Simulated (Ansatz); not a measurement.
# A constructed model of the (111) surface of germanium, (√3x√3)R30° Ga adatom at H3 (bottom of the slab: 3 H on 3 bottom sites)

All values below come from PBE (plane waves to 420 eV, PAW; Ansatz, a program for electronic structure).

Model: 28-atom slab, 13.3 Å thick at the start with caps and adatoms (thin: gaps and levels are the slab's own), 5x5x1 mesh, Fermi-Dirac 0.025 eV, dipole correction, 6 atoms held, the rest relaxed; held to the start's symmetry, so lower structures may exist; no spin (no spin-polarised run to compare, though such a face may carry moments), no spin-orbit, no U. The slab shows no gap on its mesh. In PBE it lies 0.05 eV a 1x1 cell over the lowest computed structure of the same composition ((√3x√3)R30° Ga adatom at T4).

```yaml
work_function_of_the_top_face: 4.16 eV
energy_released_by_relaxation: 0.65 eV
cost: roughly 18 core-minutes
```
